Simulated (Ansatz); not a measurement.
The reference is TiAl (space group P4/mmm, No. 123; a = 2.796 Å, c = 4.038 Å; relaxed with 0.1 eV smearing).

Calculations: PBEsol (Ansatz, an electronic-structure program; PAW; 420 eV plane waves; without spin-orbit coupling).

Base values:

Pressure: 0.0 GPa

One thing is altered: an isotropic linear strain of −2.00 %, atoms relaxed at fixed cell.

Task: How does this affect the energy relative to the base and pressure?

Result: The energy grows by 23 meV/atom; the pressure (mean of the normal stresses, compression positive) goes from zero to 8.2 GPa.

No phonon test of stability was made. All final runs are without spin polarisation.
